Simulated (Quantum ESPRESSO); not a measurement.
Troubleshooting Quantum ESPRESSO: a failed run on La₂B₄O₉ (P-1, 30 atoms in the cell). The aim is a self-consistent single point with DFT, PBEsol, plane waves, GBRV 1.5 ultrasoft (PBESOL) pseudopotentials.

Cell that was meant: a = 6.3242 Å, b = 6.6884 Å, c = 7.6781 Å, α = 101.79°, β = 96.57°, γ = 102.60°.

Part of the input:

```fortran
   ecutrho = 200
   occupations = 'smearing'
   smearing = 'fermi-dirac'
/
&ELECTRONS
   conv_thr = 1.0e-11
   mixing_beta = 0.4
```

Output, abridged:

```
 %%%%%%%%%%%%%%%%%%%%%%%%%%%%%%%%%%%%%%%%%%%%%%%%%%%%%%%%%%%%%%%%%%%%%%%%%%%%%%
     Error in routine  set_occupations (1):
      smearing requires a value for gaussian broadening (degauss)
 %%%%%%%%%%%%%%%%%%%%%%%%%%%%%%%%%%%%%%%%%%%%%%%%%%%%%%%%%%%%%%%%%%%%%%%%%%%%%%

     stopping ...
```

Q: From the messages shown, name the fault and mend the input.

A: The fault is smearing without a width. A smearing function needs a non-zero width. To fix it, give the width. The program stopped before any SCF iteration.

The sound input it was made from differs as follows (other fixes are possible):
```diff
+   degauss = 0.0036749
```

With that input, the run converged in 15 iterations: free energy E − TS -14198.7240 eV; top of the valence band (on the code's own zero) 8.19 eV; gap on the k-point mesh 4.84 eV; pressure 1.13 GPa; largest force (vector length) 0.451 eV/Å (DFT, PBEsol, plane waves, GBRV 1.5 ultrasoft (PBESOL) pseudopotentials).

On the sound input: the starting cell comes from a database of computed structures (which also holds hypothetical and non-ambient phases and stackings), without a prior relaxation at this level. Its lattice was rescaled by a random factor within 2.5 % of one.
